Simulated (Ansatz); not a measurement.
This Ansatz (a program for electronic structure) input is the reference run, CaS in the rock salt structure (space group Fm-3m, No. 225), computed with PBEsol (Ansatz), scalar-relativistic without spin-orbit coupling:

Ansatz 0.2 input:
```yaml
crystal:
  lattice:
    - [0, 2.8165996449, 2.8165996449]
    - [2.8165996449, 0, 2.8165996449]
    - [2.8165996449, 2.8165996449, 0]
  atoms:
    - { symbol: Ca, position: [0, 0, 0] }
    - { symbol: S, position: [0.5, 0.5, 0.5] }
basis: { ecutwfc: 420, ecutrho_ratio: 4, xc_grid: 2, fft_grid_basis: typed }
kpoints: { mp_grid: { grid: [10, 10, 10] } }
hamiltonian:
  xc: pbesol
  dispersion: none
  pseudopotentials: { kind: paw }
scf: { occupations: { method: fermi_dirac, width: 0.05 }, convergence: { dr2_threshold: 0.0000000002 } }
output: { forces: true, stress: true }
checkpoint: { write: state.ck, write_every: 1000 }
```

Task: Write the input for this change: a pure shear with ε_xy = ε_yx = 0.0143, atoms relaxed at fixed cell.

Result: 
Ansatz 0.2 input:
```yaml
crystal:
  lattice:
    - [0.0402773749, 2.8165996449, 2.8165996449]
    - [2.8165996449, 0.0402773749, 2.8165996449]
    - [2.8568770198, 2.8568770198, 0]
  atoms:
    - { symbol: Ca, position: [0, 0, 0] }
    - { symbol: S, position: [0.5, 0.5, 0.5] }
basis: { ecutwfc: 420, ecutrho_ratio: 4, xc_grid: 2, fft_grid_basis: typed }
kpoints: { mp_grid: { grid: [10, 10, 10] } }
hamiltonian:
  xc: pbesol
  dispersion: none
  pseudopotentials: { kind: paw }
scf: { occupations: { method: fermi_dirac, width: 0.05 }, convergence: { dr2_threshold: 0.0000000002 } }
relax: { f_tol: 0.005, max_steps: 50 }
output: { forces: true, stress: true }
checkpoint: { write: state.ck, write_every: 1000 }
```
This is the input that was run.

The cells carry an imposed strain or load. Stability against distortions was not tested.
